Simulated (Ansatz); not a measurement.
Input:

End structure of a constructed model of the (0001) surface of hcp Re, a layer of Sc in place of the second plane (bottom of the slab: a bare face, its two planes held):

```xyz
6
Lattice="2.7757 0.0000 0.0000 -1.3879 2.4038 0.0000 0.0000 0.0000 27.5000" Properties=species:S:1:pos:R:3 pbc="T T T"
Re     1.3879     0.8013     8.0347
Re     0.0000     1.6026    10.2752
Re     1.3879     0.8013    12.5635
Re     0.0000     1.6026    14.7136
Sc     1.3879     0.8013    17.2055
Re     0.0000     1.6026    19.6358
```

Slab: 6 atoms, 11.4 Å thick at the start; k 15x15x1, smearing 0.1 eV, dipole-corrected; 2 atoms held, the rest relaxed; start symmetry kept, larger cells not searched; no spin, no spin-orbit, no U. It is one candidate, not shown to be the stable structure of the face.

Q: What is the computed work function of the top face (Ansatz (an electronic-structure program) with PBE)?

A: 5.36 eV
